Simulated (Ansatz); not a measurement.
An Ansatz (a first-principles code) input (DFT with r2SCAN, PAW potentials and a 500 eV plane-wave cutoff in Ansatz, spin-orbit coupling left out):

Ansatz 0.2 input:
```yaml
crystal:
  lattice:
    - [6.6560886301, -2.0065868325, 0]
    - [6.6560886301, 2.0065868325, 0]
    - [-1.2111095565, 0, 6.8451418833]
  atoms:
    - { symbol: As, position: [0.6873487503, 0.6873487503, 0.5628093047] }
    - { symbol: As, position: [0.1873322744, 0.1873322744, 0.0619828713] }
    - { symbol: As, position: [0.9375758312, 0.9375758312, 0.3126316696] }
    - { symbol: As, position: [0.437755754, 0.437755754, 0.8126083246] }
    - { symbol: Al, position: [0.9998239719, 0.9998239719, 0.0002692029] }
    - { symbol: Al, position: [0.4997675726, 0.4997675726, 0.4998127859] }
    - { symbol: Al, position: [0.2503721876, 0.2503721876, 0.7496940889] }
    - { symbol: Ga, position: [0.7500236579, 0.7500236579, 0.2501917522] }
basis: { ecutwfc: 500, ecutrho_ratio: 4, xc_grid: 4, fft_grid_basis: typed }
kpoints: { mp_grid: { grid: [9, 9, 5] } }
hamiltonian:
  xc: r2scan
  dispersion: none
  pseudopotentials: { kind: paw }
scf: { occupations: { method: fermi_dirac, width: 0.05 }, convergence: { dr2_threshold: 0.0000000008 } }
output: { forces: true, stress: true }
checkpoint: { write: state.ck, write_every: 1000 }
```

Which symmetry and how many k-points will the program report, and about how many plane waves at Γ?

Space group Cm (ITA 8) with 2 operations, k-points 115 of 405, and 4693 plane waves at Γ.

These are small ordered cells, not random alloys; other orderings at the same x differ. No phonon test of stability was made. The cell was made from GaAs by this change: x(Al) = 0.75, 8 atoms, Cm.
